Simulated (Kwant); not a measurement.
Device: wire with a side stub in a Ge (holes) two-dimensional gas. Effective mass 0.06 mₑ, grid spacing 3 nm, hard walls, nominal width 60 nm (19 grid rows, so walls 60 nm apart), one parabolic valley, scattering region 180 nm long along x; energies count from the band bottom; Fermi energy swept from 0.0013927 to 0.016538 eV. Closed stub on one side, 71 nm wide and 100 nm deep.

The device is made up for the run: typed textbook-type constants, with dimensions and the other settings drawn at random.

Computed with Kwant: effective-mass tight-binding model on a square grid, one spin, coherent transport at 0 K. Conductance is in e²/h.

Problem. How many channels do the leads carry at E = 11.6, 13.4 meV?

Solution. The hard-wall thresholds are n² ħ²π²/(2mW²) = n² × 1.74 meV with W = 60 nm. √(11.6/1.74) = 2.58, so 2. √(13.4/1.74) = 2.77, so 2.
